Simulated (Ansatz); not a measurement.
Start from SiC in the wurtzite structure (space group P6_3mc, No. 186; a = 3.075 Å, c = 5.049 Å). Axes: x lies along a and z along c of the hexagonal cell.

All numbers come from r2SCAN, PAW, 500 eV (Ansatz, a quantum-chemistry and plane-wave program; scalar-relativistic without spin-orbit coupling), earlier PAW set.

Base values:

| Property | Value |
|---|---|
| Valence-band top at Γ | 0.00, 0.00, -0.11 eV |
| Pressure | 0.01 GPa |

The change: biaxial strain −1.53 %, plane normal [001], relaxed out of plane (Cartesian); in-plane vectors clamped, the third vector and the atoms free.

Task: Predict the new valence-band top at Γ, pressure and ratio −ε⊥/ε∥.

Result: The valence-band top at Γ (three highest levels, from the VBM) changes from 0.00, 0.00, -0.11 eV to 0.00, 0.00, -0.31 eV; the pressure (mean of the normal stresses, compression positive) goes up by 6.87 GPa (0.01 GPa → 6.88 GPa); the ratio −ε⊥/ε∥ is 0.18.

The levels and masses belong to the bands next to the band gap. No phonon test of stability was made.
